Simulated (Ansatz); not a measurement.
A computed series for ZnS: pressure series

Consider ZnS in the zinc blende structure (space group F-43m, No. 216).

```
CELL_PARAMETERS angstrom
      0.00000     2.67846     2.67846
      2.67846     0.00000     2.67846
      2.67846     2.67846     0.00000
ATOMIC_POSITIONS crystal
  S  0.75000 0.75000 0.75000
  Zn 0.00000 0.00000 0.00000
```

Cell and atoms are relaxed at each pressure.

All numbers come from plane-wave PAW DFT at the PBEsol level (Ansatz, an electronic-structure program, 420 eV), no spin-orbit coupling, earlier PAW set.

Candidates:
(a) pressure 15 GPa
(b) pressure 0.9 GPa
(c) pressure 4.5 GPa
(d) pressure 30 GPa
(e) pressure 9 GPa

Before the change:

The band gap comes out as 2.08 eV.

Question: Order them by band gap, lowest first.

Answer: (b) pressure 0.9 GPa (2.13 eV), (c) pressure 4.5 GPa (2.30 eV), (e) pressure 9 GPa (2.49 eV), (d) pressure 30 GPa (2.54 eV), (a) pressure 15 GPa (2.70 eV)

Load acts through the strain it causes; cell and atoms are relaxed under it. Whether these cells are dynamically stable was not tested. Measured, ZnS leaves this structure (for rock salt) near 14.7 GPa (temperature not stated; as listed in Datta, Sujoy, Jana, Debnarayan, arXiv (2020)), on rising pressure, with hysteresis.
